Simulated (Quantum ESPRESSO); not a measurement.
## Equation of state of rock-salt BaS (space group 225): energy against volume (Quantum ESPRESSO, LDA)

```
BaS
1.0
    0.00000     3.07074     3.07074
    3.07074     0.00000     3.07074
    3.07074     3.07074     0.00000
Ba S
1 1
Direct
  0.00000   0.00000   0.00000
  0.50000   0.50000   0.50000
```

Method of the run: LDA (PZ), GBRV 1.5 ultrasoft (LDA) pseudopotentials (plane waves; Quantum ESPRESSO 7.5). Settings: ecutwfc = 52 Ry; ecutrho = 260 Ry; occupations = smearing; smearing = fermi-dirac; degauss = 0.000734986 Ry; potentials = {Ba: ba_lda_v1.uspp.F.UPF, S: s_lda_v1.4.uspp.F.UPF}; K_POINTS = automatic 9 9 9 0 0 0; conv_thr = 1e-10 Ry; mixing_beta = 0.3. The cell above is the first row's. The rows scale it uniformly. In all rows fractional positions and the k mesh are held. E is the free energy at the stated smearing, counted from the lowest row.

| V (Å^3/atom) | E (meV/atom) |
|---|---|
| 28.955 | 25.07 |
| 29.585 | 11.65 |
| 30.214 | 3.51 |
| 30.844 | 0.00 |
| 31.473 | 0.75 |
| 32.103 | 5.17 |
| 32.732 | 13.01 |
| 33.361 | 23.87 |
| 33.991 | ? |

### Question
Using the third-order Birch-Murnaghan form, a cubic in V^(-2/3), estimate the missing E at V = 33.991 from the other rows, showing the fit.

### Answer
With u = V^(-2/3) - 0.1011, the rows have u = 0.0049517, 0.0034408, 0.0019848, 0.0005763, -0.0007830, -0.0020998, -0.0033722, -0.0046044. Least squares gives E = -0.174 - 297.4·u + 1078972·u² + 2110742·u³. Residuals (row less fit): 0.005, -0.013, 0.007, -0.013, 0.031, -0.018, -0.008, 0.006; standard error 0.021 (degrees of freedom: 4). Its minimum lies at u = 0.0001378, so V0 = (0.1012378)^(-3/2) = 31.04. There d²E/du² = 2160000 and d³E/du³ = 1.266e7, so B0 = (4/9) × 31.04^(-7/3) × 2160000 × 0.160218 = 50.8 GPa (the last factor turns the table's units into GPa), and B0' = 4 + (2/3) × 0.1012378 × (1.266e7)/2160000 = 4.4. The program's pressures in the fitted runs (not shown) pass through zero at V = 31.03, 0.06 % from this V0. At the withheld row, u = -0.0058005, so E = -0.174 - 297.4 × (-0.0058005) + 1078972 × (-0.0058005)² + 2110742 × (-0.0058005)³ = 37.442 meV/atom. The calculation gives 37.41 meV/atom, 0.032 meV/atom below the prediction (0.1 % of the range of E in the table). The row lies outside the fitted rows, so this is an extrapolation. From the scatter of the fitted rows alone, a prediction at this place has a standard error of 0.051 meV/atom, so the miss is 0.6 times that.

Carrying the step between the two nearest rows on in a straight line would have given 34.75, off by 2.66; series whose last step already gives the withheld value aren't shown. The scan was laid around a cell of about the measured size, scaled by a guess for this functional. The runs keep the symmetry of the cell, so they don't test it for distortions. Spin-orbit coupling is off. Cutoffs and mesh are single choices, not tested for convergence of this quantity. Series with a scatter that would blur these digits, or in which a gap closes, are not shown. Nor are scans whose minimum lies at an end fitted in this form.
